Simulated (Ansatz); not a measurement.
1T (CdI2-type) MgI₂ was calculated with HSE06-D3(BJ) (Ansatz, a quantum-chemistry and plane-wave program, PAW).

Numerical settings: plane-wave cutoff 520 eV, 6×6×4 k mesh (along the axes of the cell as run), scalar-relativistic PAW data made under PBE.

Computed at the level's own relaxed cell.

```
CELL_PARAMETERS angstrom
      4.08550     0.00000     0.00000
     -2.04275     3.53814     0.00000
      0.00000     0.00000     6.68723
ATOMIC_POSITIONS crystal
  Mg 0.00000 0.00000 0.00000
  I  0.33333 0.66667 0.24830
  I  0.66667 0.33333 0.75170
```

Question: Give the elastic tensor (Voigt notation, GPa, ions relaxed, in the Cartesian axes of the cell as printed).

Answer: 
```
   55.4    15.2     8.5    -2.3     0.0     0.0
   15.2    55.4     8.5     2.3     0.0     0.0
    8.5     8.5    29.4     0.0     0.0     0.0
   -2.3     2.3     0.0     8.0     0.0     0.0
    0.0     0.0     0.0     0.0     8.0    -2.3
    0.0     0.0     0.0     0.0    -2.3    20.1
```

Note: the dispersion coefficients are held fixed in the derivatives.

The computed numbers hold no vibrational or temperature effects.
